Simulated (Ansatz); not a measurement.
End structure of a constructed model of the (111) surface of fcc Ag, p(2x2) surface alloy, Ga on one Ag site of the top plane (bottom of the slab: a bare face, its two planes held):

```xyz
24
Lattice="5.8668 0.0000 0.0000 -2.9334 5.0808 0.0000 0.0000 0.0000 28.0000" Properties=species:S:1:pos:R:3 pbc="T T T"
Ag    -1.4667     4.2340     8.0295
Ag     0.0000     1.6936     8.0295
Ag     1.4667     4.2340     8.0295
Ag     2.9334     1.6936     8.0295
Ag     0.0000     3.3872    10.4246
Ag     1.4667     0.8468    10.4246
Ag     2.9334     3.3872    10.4246
Ag     4.4001     0.8468    10.4246
Ag     1.4666     2.5405    12.7991
Ag     2.9334    -0.0001    12.7991
Ag    -1.4666     2.5405    12.7991
Ag     0.0000     0.0000    12.8066
Ag     2.9334     1.6936    15.1881
Ag     1.4644     4.2327    15.1890
Ag     0.0000     1.6962    15.1890
Ag    -1.4644     4.2327    15.1890
Ag     4.4043     0.8444    17.5880
Ag     2.9334     3.3920    17.5880
Ag     1.4625     0.8444    17.5880
Ag     0.0000     3.3872    17.5803
Ga     0.0000     0.0000    19.9875
Ag    -1.4665     2.5405    19.9887
Ag     2.9334    -0.0002    19.9887
Ag     1.4665     2.5405    19.9887
```

Set-up: 24 atoms, 11.9 Å thick at the start; mesh 8x8x1; 0.1 eV smearing; dipole correction on; 8 atoms held, the rest relaxed; symmetry of the start imposed; no spin, no spin-orbit, no U. It is one candidate, not shown to be the stable structure of the face.

Q: Give the work function of the top face at the level PBE (Ansatz, a program for electronic structure).

A: 4.41 eV
